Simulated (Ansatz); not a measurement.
The parent structure is TiC in the rock salt structure (space group Fm-3m, No. 225; a = 4.293 Å; relaxed with 0.1 eV smearing). Axes: x, y, z lie along the cube axes.

Computed with PBEsol/PAW in Ansatz (a program for electronic structure), no SOC.

For the base:

```
Quantity                        Result
-----------------------------  -------
Shortest interatomic distance  2.147 Å
```

The change: compressive biaxial strain of 0.42 % in the plane normal to [111], as in epitaxy on a mismatched substrate; the out-of-plane cell vector and the atoms relax.

Question: What does the calculation give for the energy relative to the base, out-of-plane strain, shortest interatomic distance and in-plane stress after the change?

Answer: The energy increases by 0.6 meV/atom; the out-of-plane strain amounts to +0.26 %; the shortest interatomic distance falls by 0.004 Å (2.147 Å → 2.143 Å); the mean in-plane stress (compression positive) is +2.4 GPa.

Whether these cells are dynamically stable was not tested. The final runs are not spin-polarised.
